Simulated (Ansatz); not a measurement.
Reference: BP (F-43m), HSE06 with spin-orbit coupling, rigid bands (plane waves, PAW; Ansatz, a first-principles code); geometry: cell and atoms relaxed with PBEsol.

Space group F-43m (No. 216); a = b = c = 4.520 Å, α = β = γ = 90.00°

```json
[
 {"atom": "B", "site": "4a", "symmetry": "-43m", "x": "0.0000", "y": "0.0000", "z": "0.0000"},
 {"atom": "P", "site": "4d", "symmetry": "-43m", "x": "0.7500", "y": "0.7500", "z": "0.7500"}
]
```
(The calculation used a cell of 2 atoms; values per cell refer to that cell.)

The band gap comes out as 1.93 eV and the electron conductivity mass is 0.32 mₑ. The hole conductivity mass is 0.41 mₑ and the Seebeck coefficient, n-type 1e19 cm⁻³ comes out as -331 μV/K.

Q: Replace B by Al on the same sites and relax. What happens?

A: AlP (F-43m): volume per atom 11.5 to 20.5 Å³; band gap rises (1.93 eV to 2.26 eV); electron conductivity mass stays about the same (0.32 mₑ to 0.33 mₑ); hole conductivity mass rises (0.41 mₑ to 0.67 mₑ); Seebeck coefficient, n-type 1e19 cm⁻³ falls in size (-331 μV/K to -260 μV/K).

Moves up to 5 % count as about the same. Masses are for dilute carriers at 300 K, harmonic means over directions unless an axis is named. Seebeck coefficients are for the stated density at 300 K, with one relaxation time for all states and whether or not that doping can be reached.
